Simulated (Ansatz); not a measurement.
Cost and result by functional for the surface energy of the (310) surface of tetragonal indium in its 1x1 cell, outermost plane spacing 1.05 Å in the ideal cut, in Ansatz (plane waves, PAW). Single points on the PBE structure, on one kind of machine; costs are rough ratios of the slab run's core time (references not counted) to the cheapest single point. r2SCAN's cost holds its higher cutoff (500 against 420 eV). Differences are taken against r2SCAN for comparison alone: no measured value is at hand, so the table doesn't rank accuracy.

Set-up: 11 atoms, 10.5 Å thick at the start; mesh 9x7x1; 0.1 eV smearing; dipole correction on; all atoms relaxed; held to the part of the start's symmetry that mesh and held atoms allow; no spin, no spin-orbit, no U. These notes are the PBE run's.

```
functional                     relative cost  surface energy (J/m²)  less r2SCAN (J/m²)
-----------------------------  -------------  ---------------------  ------------------
LDA                                        1                   0.57                0.15
PBEsol                                     1                   0.52                0.10
RPBE                                       1                   0.29               -0.13
r2SCAN                                     2                   0.42                0.00
PBE (the relaxed run's value)              –                   0.39               -0.03
```

The values span 0.27 J/m², while the single points' costs differ by a factor of roughly 2. Differences are of unrounded values.

Ansatz is an electronic-structure program.
